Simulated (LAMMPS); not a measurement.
Pressure dependence of V (bcc) at 1310 K, from the crystal.

Method: classical MD, pair style meam, file MoCoNiVFeAlCr_2nn.meam, run in LAMMPS.

```csv
P (GPa),state,volume,coordination number
0,crystal; no diffusion seen in 30 ps,14.5025 ± 0.0009 Å³/atom,14.0 (counted to 3.70 Å)
2,crystal; no diffusion seen in 30 ps,14.2734 ± 0.0010 Å³/atom,14.0 (counted to 3.66 Å)
5,crystal; no diffusion seen in 30 ps,13.9694 ± 0.0010 Å³/atom,14.0 (counted to 3.66 Å)
```

Caution (rows 2; 5): a run this short can hold a crystal over, or a liquid under, the potential's own melting point, which these runs don't give.

Estimate the isothermal bulk modulus at zero pressure. A parabola P(ln V) through the three points gives −dP/d ln V = 120 GPa at zero pressure.

States go by the mean squared displacement: a species diffuses where it passes 1.5 Å², still rises and gives D over 1e-6 cm²/s; a crystal has left its structure where atoms lie 0.35 Å off their sites on average or a cubic box changes its shape by 3 %, or the axial ratios of another lie 8 % off the starting cell's, which the potential's own relaxation can also do.

Errors shown are sampling errors alone.
